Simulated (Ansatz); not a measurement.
MoSi₂ (P6₂22, No. 180, 9 atoms in the cell; start mp-8938; a measured phase of this formula has another space group) was calculated with r²SCAN+rVV10 (plane waves, PAW; Ansatz, a first-principles code).

Numerical settings: plane-wave cutoff 560 eV, 18×18×8 k mesh (along the axes of the cell as run), Fermi–Dirac smearing 0.05 eV, no spin polarisation, scalar-relativistic PAW data made under PBE.

Cell (relaxed at this level):

```cif
data_Mo3Si6
_chemical_formula_sum 'Si6 Mo3'
_space_group_name_H-M_alt 'P6222'
_space_group_IT_number 180
_space_group_name_Hall 'P 62 2 (0 0 4)'
_cell_length_a 4.57674
_cell_length_b 4.57674
_cell_length_c 6.56887
_cell_angle_alpha 90.000
_cell_angle_beta 90.000
_cell_angle_gamma 120.000
loop_
_atom_site_label
_atom_site_type_symbol
_atom_site_symmetry_multiplicity
_atom_site_Wyckoff_symbol
_atom_site_fract_x
_atom_site_fract_y
_atom_site_fract_z
_atom_site_occupancy
Si1 Si 6 j 0.32777 0.16389 0.16667 1
Mo1 Mo 3 d 0.50000 0.00000 0.50000 1
```

**Question.** Give the computed band gap and direct gap at Γ.

**Answer.** 
- band gap = 0.15 eV (on the SCF k mesh)
- direct gap at Γ = 3.11 eV

Note: the relaxation could not lower the start's symmetry, so the cell can be a saddle point above a distorted one.

Spin–orbit coupling is not included.

Computed values are for the static lattice.

A start named mp-… is a Materials Project structure, which need not be a measured phase.
